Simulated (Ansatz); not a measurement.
## A self-consistent single point of AlN (Pm-3m, 2 atoms in the cell) with Ansatz

Level of theory: PBE, harder PAW files (source: ansatz) (plane waves; Ansatz, a first-principles code).

This input was run:

Ansatz 0.2 input:
```yaml
# AlN
crystal:
  lattice:
    - [2.48651800, 0.00000000, 0.00000000]
    - [0.00000000, 2.48651800, 0.00000000]
    - [0.00000000, 0.00000000, 2.48651800]
  atoms:
    - { symbol: Al, position: [0.00000000, 0.00000000, 0.00000000] }
    - { symbol: N, position: [0.50000000, 0.50000000, 0.50000000] }
basis:
  ecutwfc: 900.0
kpoints:
  mp_grid:
    grid: [13, 13, 13]
hamiltonian:
  xc: pbe
  pseudopotentials:
    kind: paw
    source: ansatz
scf:
  occupations:
    method: methfessel_paxton
    width: 0.1
output:
  forces: true
  eigenvalues: true
  stress: true
```

The program printed (abridged):

```
WARN ansatz: RAYON_NUM_THREADS=1 ignored (pool sized by the plan → 1); use --threads N
Pseudopotentials: kind: paw
Pseudopotential: Al, paw, valence charge 11
Pseudopotential: N, paw, valence charge 5
Crystal: 2 atoms, lattice volume = 15.374 Å³
Basis set: ecut = 900 eV, 925 PW (Γ), exchange–correlation on 50×50×50 points (8 copies of the dense FFT grid, shifted against one another)
Bands: 12, of which v1, the nominal top of the filled ones, is band 8 counted from 1 (7 counted from 0)
Symmetry: 48 space group operations
Space group: Pm-3m (ITA 221), of the structure as read, at distance tolerance 2.5e-5 Å
k-points: 84 of 2197
Initial density: superposition of atomic densities (chi_scale 0.1, normalization cell, long waves kept (reshape's long-wave potential 0.00 eV rms))
Initial wavefunctions: pseudopotential atomic-orbital guess
Eigensolver: davidson
Functional: x = pbe(κ = 0.804, μ = 0.2195149727645171), c = pbe(β = 0.06672455060314922)
SCF iter   1: F=—  HF=-2814.484903 eV  |F-HF|=—  |Δ(HF+E_count)|=         —  Δρ=1.08e-1  dr2=1.70e0  ethr=3.10e-3  ⟨swp⟩=6.0  Hψ=6686  notcnv=0
all-band conjugate gradients solve this SCF's bands
preconditioner: auto → none
SCF iter   2: F=—  HF=-2814.138015 eV  |F-HF|=—  |Δ(HF+E_count)|=   3.47e-1  S|Δr|=    0.00e0  Δρ=4.20e-2  dr2=2.25e-1  ethr=3.10e-3  ⟨swp⟩=2.4  Hψ=2225  notcnv=0
SCF iter   3: F=—  HF=-2814.106608 eV  |F-HF|=—  |Δ(HF+E_count)|=   3.14e-2  S|Δr|=    0.00e0  Δρ=1.11e-2  dr2=7.16e-3  ethr=1.40e-3  ⟨swp⟩=2.4  Hψ=1484  notcnv=0
SCF iter   4: F=—  HF=-2814.107207 eV  |F-HF|=—  |Δ(HF+E_count)|=   5.99e-4  S|Δr|=    0.00e0  Δρ=4.88e-3  dr2=4.00e-3  ethr=4.47e-5  ⟨swp⟩=2.0  Hψ=1458  notcnv=0
SCF iter   5: F=—  HF=-2814.106542 eV  |F-HF|=—  |Δ(HF+E_count)|=   6.65e-4  S|Δr|=    0.00e0  Δρ=1.76e-3  dr2=5.15e-4  ethr=2.50e-5  ⟨swp⟩=1.0  Hψ=1008  notcnv=0
SCF iter   6: F=—  HF=-2814.106458 eV  |F-HF|=—  |Δ(HF+E_count)|=   8.44e-5  S|Δr|=    0.00e0  Δρ=7.26e-5  dr2=5.08e-7  ethr=3.22e-6  ⟨swp⟩=1.9  Hψ=1150  notcnv=0
SCF iter   7: F=—  HF=-2814.106456 eV  |F-HF|=—  |Δ(HF+E_count)|=   1.47e-6  S|Δr|=    0.00e0  Δρ=9.00e-6  dr2=8.78e-9  ethr=6.25e-10  ⟨swp⟩=7.8  Hψ=5584  notcnv=0
SCF iter   8: F=-2814.106456 eV  HF=-2814.106456 eV  |F-HF|=6.90e-9  |Δ(HF+E_count)|=  7.26e-10  S|Δr|=    0.00e0  Δρ=7.14e-6  dr2=8.85e-9  ethr=5.49e-11  ⟨swp⟩=2.1  Hψ=3140  notcnv=0
SCF 1 converged in 8 iterations: F = -2814.106456 eV  dr2 = 8.85e-9
SCF converged after 8 iterations
Stability not checked (fill_not_monotonic)
Free energy (F): -2814.106456 eV
Harris-Foulkes:  -2814.106456 eV  (|F-HF|=6.90e-9)
Internal energy: -2814.105836 eV  (E = F + TS)
E sigma→0 (E₀):  -2814.106301 eV
Entropy (-TS):   -0.000620 eV (-0.310 meV/atom)
Fermi energy:    16.442831 eV
--- Per-component energies (eV) ---
  E_band       = -401.585149
  E_kinetic    = 427.275165
  E_local      = -2193.172122  (includes V_loc(G=0)·N_el)
  E_nonlocal   = 372.953779
  E_hartree    = 616.626078
  E_xc         = -144.194158
  E_vxc        = -185.018768  (∫ρ·V_xc dr)
  E_paw        = -438.704166  (= ΣΔE_a)
  E_vpaw       = -56.875074  (= ΣTr[D̂ρ^β])
  E_aug_tail   = 0.000054  (compensation charges beyond the density's cutoff)
  E_ewald      = -1454.890466
  E_smearing   = -0.000620  (= −TS)
  E_closure    = -0.000000  (closes the sum)
  Σ components = -2814.106456   (vs F -2814.106456, Δ=0.00e0)
--- Forces (eV/Å), atoms counted from 1 ---
  atom   1  Al    -0.00000000     0.00000000     0.00000000
  atom   2  N      0.00000000     0.00000000     0.00000000
  max |Σ_I F_I| component: 4.57e-30 eV/Å
--- Stress (GPa, compression-positive) ---
       39.214255       0.000000       0.000000
        0.000000      39.214255       0.000000
        0.000000       0.000000      39.214255
  P = ⅓ Tr σ = 39.2143 GPa (392.143 kbar)
  The stress holds the Pulay correction. Without it, at fixed plane waves, as pw.x and ABINIT print it: P = 39.1977 GPa
--- Band table (eV; the first three rows and the last of 84) ---
  k-point 0: bands = ["-87.8652", "-49.3012", "-49.3012", "-49.3012", "-3.3598", "14.6939", "14.6939", "14.6939", "18.9763", "22.6257", "22.6257", "34.4175"]
  k-point 1: bands = ["-87.8648", "-49.3047", "-49.3009", "-49.3009", "-3.2467", "13.7517", "14.7503", "14.7503", "19.3828", "22.7596", "23.2301", "34.1441"]
  k-point 2: bands = ["-87.8637", "-49.3146", "-49.3001", "-49.3001", "-2.9127", "11.8512", "14.9112", "14.9112", "19.9945", "23.1586", "24.5876", "33.3621"]
  k-point 83: bands = ["-87.8448", "-49.3485", "-49.3485", "-49.3485", "4.3687", "10.5952", "10.6328", "10.6328", "18.1633", "18.1885", "18.1885", "26.4484"]
```

The run converged in 8 iterations.

The starting cell was generated: these elements placed on a structure prototype, without a prior relaxation; it need not be a known phase or ordering of this composition. With a pressure of about 39 GPa the cell is away from its equilibrium volume at this level. Ansatz's pressure includes its estimate of the finite-basis (Pulay) stress. The run gives no clean gap (levels at the Fermi energy touch, overlap or are partly filled at this smearing), which alone does not show that the compound is a metal.
